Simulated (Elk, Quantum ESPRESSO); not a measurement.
A Quantum ESPRESSO input for a self-consistent single point of LaNiGe₃ (I4mm, 5 atoms in the cell) (DFT, PBEsol, plane waves, GBRV 1.5 ultrasoft (PBESOL) pseudopotentials):

```fortran
&control
    calculation = 'scf'
    prefix = 'lanige3'
    outdir = './out'
    pseudo_dir = './'
    tprnfor = .true.
    tstress = .true.
/
&system
    ibrav = 0
    nat = 5
    ntyp = 3
    ecutwfc = 50
    ecutrho = 400
    occupations = 'smearing'
    smearing = 'gaussian'
    degauss = 0.0147
/
&electrons
    conv_thr = 1.0d-10
    mixing_beta = 0.4
/
ATOMIC_SPECIES
La   138.9055  la_pbesol_v1.uspp.F.UPF
Ni    58.6934  ni_pbesol_v1.4.uspp.F.UPF
Ge    72.6300  ge_pbesol_v1.4.uspp.F.UPF
ATOMIC_POSITIONS crystal
La    0.5719000000    0.5719000000    0.0000000000
Ni    0.2340900000    0.2340900000    0.0000000000
Ge    0.8299300000    0.3299300000    0.5000000000
Ge    0.3299300000    0.8299300000    0.5000000000
Ge    0.9909600000    0.9909600000    0.0000000000
K_POINTS automatic
6 6 6  0 0 0
CELL_PARAMETERS angstrom
  -2.2074130000     2.2074130000     4.8550890000
   2.2074130000    -2.2074130000     4.8550890000
   2.2074130000     2.2074130000    -4.8550890000
```

Question: Translate this input to Elk.

Answer: One input that does it (others would too):

```
tasks
  0

xctype
  22

rgkmax
  8.0

gmaxvr
  16.0

nxlo
  2

lorbcnd
  .true.

rmtscf
  0.87

lmaxi
  3

stype
  0

swidth
  0.00734986

scale
  10.90770373

avec
   -0.3824275134    0.3824275134    0.8411292374
    0.3824275134   -0.3824275134    0.8411292374
    0.3824275134    0.3824275134   -0.8411292374

atoms
  3   : nspecies
  'La.in'   : spfname
  1   : natoms; atposl, bfcmt below
  0.5719000000  0.5719000000  0.0000000000    0.0 0.0 0.0
  'Ni.in'   : spfname
  1   : natoms; atposl, bfcmt below
  0.2340900000  0.2340900000  0.0000000000    0.0 0.0 0.0
  'Ge.in'   : spfname
  3   : natoms; atposl, bfcmt below
  0.8299300000  0.3299300000  0.5000000000    0.0 0.0 0.0
  0.3299300000  0.8299300000  0.5000000000    0.0 0.0 0.0
  0.9909600000  0.9909600000  0.0000000000    0.0 0.0 0.0

ngridk
  6 6 6
```

Basis, cutoffs, solver keys and any potentials are the target program's own. This input uses DFT, PBEsol, all-electron FP-LAPW, Elk's shipped species files, APW+lo basis with extra local orbitals.

The starting cell comes from a database of computed structures (which also holds hypothetical and non-ambient phases and stackings), without a prior relaxation at this level. Its lattice was rescaled by a random factor within 2.5 % of one.
